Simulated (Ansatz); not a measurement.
Results of PBEsol in Ansatz (PAW) for B₄C (Cm, No. 8, 15 atoms in the cell; start mp-1238815).

Numerical settings: plane-wave cutoff 520 eV, 8×8×8 k mesh, Fermi–Dirac smearing 0.01 eV, scalar-relativistic PAW data made under PBE.

The cell is the one relaxed with PBEsol. Conventional cell: a = 8.7421 Å, b = 5.5796 Å, c = 5.0277 Å, α = 90.00°, β = 118.74°, γ = 90.00°.

```yaml
crystal:
  lattice:
    - [4.37103, -2.78982, 0.00504]
    - [4.37103, 2.78982, 0.00504]
    - [-2.42270, 0.00000, 4.40553]
  atoms:
    - { symbol: B, position: [0.49175, 0.49175, 0.83834] }
    - { symbol: B, position: [0.82383, 0.50202, 0.48396] }
    - { symbol: B, position: [0.50202, 0.82383, 0.48396] }
    - { symbol: B, position: [0.16909, 0.49407, 0.50544] }
    - { symbol: B, position: [0.49407, 0.16909, 0.50544] }
    - { symbol: B, position: [0.30705, 0.30705, 0.18087] }
    - { symbol: B, position: [0.68960, 0.68960, 0.81191] }
    - { symbol: B, position: [0.81183, 0.30287, 0.69505] }
    - { symbol: B, position: [0.30287, 0.81183, 0.69505] }
    - { symbol: B, position: [0.18252, 0.69617, 0.29881] }
    - { symbol: B, position: [0.69617, 0.18252, 0.29881] }
    - { symbol: B, position: [0.00040, 0.00040, 0.98788] }
    - { symbol: C, position: [0.50333, 0.50333, 0.17566] }
    - { symbol: C, position: [0.12561, 0.12561, 0.88127] }
    - { symbol: C, position: [0.87851, 0.87851, 0.10363] }
```

Problem. List the 37 lowest band energies at Γ above −25 eV (eV, relative to the valence band maximum), grouping those that round alike.

Solution. At Γ: -16.22, -13.03, -12.04, -11.05, -10.43, -10.00, -8.62, -7.90, -7.50, -6.83, -6.78, -5.90, -5.75, -5.64, -5.45, -3.15, -2.70, -2.25, -1.77, -1.53, -1.02, -1.00, -0.72, -0.18, 4.95, 5.23, 5.29, 5.74, 6.21, 6.95, 7.14, 7.44, 7.67, 7.71, 8.69, 8.78, 9.25.

A start named mp-… is a Materials Project structure, which need not be a measured phase.

Ansatz is an electronic-structure program.
